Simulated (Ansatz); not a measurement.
**Li under a change: x(Na) = 0.75, 4 atoms, Immm**

The reference is Li in the bcc (W type) structure (space group Im-3m, No. 229; a = 3.435 Å).

The other end (x = 1) is Na in the bcc (W type) structure (space group Im-3m, No. 229): 36.91 Å³/atom, gap zero.

One thing is altered: Na replaces 75.0 % of the Li, ordered in a cell of 4 atoms (starting symmetry Immm) and fully relaxed.

Level of theory: PBE/PAW in Ansatz (an electronic-structure program), no spin-orbit coupling. k-mesh 14×14×14 (Γ-centred); smearing 0.05 eV (Fermi–Dirac), for the changed cell.

```tsv
quantity	base	changed	shift
volume per atom	20.27 Å³	32.71 Å³	+12.44 Å³
density	0.57 g/cm³	0.96 g/cm³	+0.39 g/cm³
band gap	zero	zero	–
mixing energy (to 0.01 eV only: unlike meshes or grids)	–	+0.03 eV/atom	–
deviation of the volume from the linear (Vegard-type) interpolation	–	-0.1 %	–
```

These are small ordered cells, not random alloys; other orderings at the same x differ. Stability against distortions was not tested.
